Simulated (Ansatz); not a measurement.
**A computed series for Se: pressure series**

Consider Se (space group P3_121, No. 152; a = 4.5066 Å, c = 4.9888 Å; made of chains).

Cell and atoms are relaxed at each pressure.

Calculations: Ansatz (an electronic-structure program), r2SCAN, PAW, cutoff 500 eV, no spin-orbit coupling, earlier PAW set.

Before the change:

The band gap is 1.33 eV.

Task: The aim is a band gap between 0.90 eV and 0.99 eV. Which of these changes reaches it?
A. pressure 22.5 GPa
B. pressure 0.9 GPa
C. pressure 2.1 GPa

Result: C, pressure 2.1 GPa. It gives 0.94 eV; pressure 22.5 GPa gives zero; pressure 0.9 GPa gives 1.13 eV. Changes not listed may reach it too

From pressure 22.5 GPa on, the axis ratios lie over 15 % from the base's, so the cell there is far from its starting form. Load acts through the strain it causes; cell and atoms are relaxed under it. No phonon test of stability was made. Competing high-pressure phases were not computed. No dispersion term is included, though the crystal is made of layers, chains or molecules, so its spacings can come out too wide. A zero or small gap of Se under pressure 22.5 GPa can be the functional's error rather than a property of the material.
